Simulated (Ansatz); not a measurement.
**MoS2, response to strain**

Consider MoS2 in the 3R-MoS2 type structure (space group R3m, No. 160; layered, stacked along the Cartesian z axis).

```yaml
crystal:
  lattice:
    - [1.57661, 0.91026, 5.99789]
    - [-1.57661, 0.91026, 5.99789]
    - [0.00000, -1.82051, 5.99789]
  atoms:
    - { symbol: Mo, position: [0.00002, 0.00002, 0.00002] }
    - { symbol: S, position: [0.75353, 0.75353, 0.75353] }
    - { symbol: S, position: [0.57975, 0.57975, 0.57975] }
```

Cartesian axes are those of the cell as printed.

Strains are applied to the cell and any free atomic positions relax; under biaxial strain the out-of-plane vector relaxes too.

Calculations: PBE-D3(BJ) (Ansatz, a first-principles code; PAW; 420 eV plane waves; no spin-orbit coupling), earlier PAW set.

| biaxial strain, plane normal [001], relaxed out of plane (%) | out-of-plane strain (%) |
|---|---|
| -2.91 | 1.61 |
| -2.36 | 1.30 |
| -1.04 | 0.56 |
| -0.99 | 0.53 |
| -0.85 | 0.46 |
| -0.54 | ? |
| 0 | 0.00 |

Problem. Fit ε⊥ = −νε + γε² (strains in %) to the rows shown and predict the withheld row.

Solution. Least squares on the printed values gives ν = 0.53 (the biaxial Poisson response) and γ = 0.008 (largest residual 0.00 %); this predicts 0.29 %, and the run gives 0.29 %, in agreement.

Stability against distortions was not tested.
